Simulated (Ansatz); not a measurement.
**AgInTe2: energy against strain**

AgInTe2 (chalcopyrite, I-42d, 33.008 Å³/atom and stress up to 0.01 GPa in the relaxed cell, c along z) under a strain ε along c (axis z), the other axes held. PBEsol in Ansatz, a plane-wave DFT program (PAW, default set), 420 eV, 7×7×7 Γ-centred mesh, Fermi-Dirac smearing 0.05 eV; ions are relaxed, or left where forces stay under 0.02 eV/Å, within the symmetry of each cell.

Here s stands for strain and y for E less E0.

```csv
strain (%),E less E0 (meV/atom)
-3.00,?
-1.50,1.31
-0.75,0.32
0.00,0.00
0.75,0.32
1.50,1.28
```

Task: Using a parabola, estimate the missing y at s = -3.00 from the other rows, showing the fit.

Result: Least squares gives y = -0.003 - 0.0080·s + 0.5765·s². Residuals (row less fit): 0.004, -0.007, 0.003, 0.005, -0.002; standard error 0.007 (degrees of freedom: 2). Twice the quadratic coefficient over the volume, 2 × 0.5765 meV × 10⁴ × 0.1602 / 33.008 Å³, is the elastic constant C33 = 56.0 ± 0.3 GPa (± standard error of the fit, which holds the terms cut off). At the withheld row, y = -0.003 - 0.0080 × (-3.00) + 0.5765 × (-3.00)² = 5.210 meV/atom. The calculation gives 5.32 meV/atom, 0.110 meV/atom above the prediction (2.1 % of the range of y in the table). The row lies outside the fitted rows, so this is an extrapolation. From the scatter of the fitted rows alone, a prediction at this place has a standard error of 0.030 meV/atom, so the miss is 3.7 times that.

A polynomial of degree 3 through the 8 other runs of the series gives 5.32 there, so most of the miss is curvature that the fit leaves out. The start is a measured cell from the literature; how it stands against other phases or cation orders wasn't checked. Spin-orbit coupling is left out, which can shift these values for the heavy elements here. Rows are the converged runs of the series near zero and its far end; series whose fitted rows scatter by over a few per cent of the range, as at a crossing or softening among them, aren't shown in this form, nor equations of state whose B0' disagrees with the runs' pressures. Most that stay on the fit to the last digits aren't either.
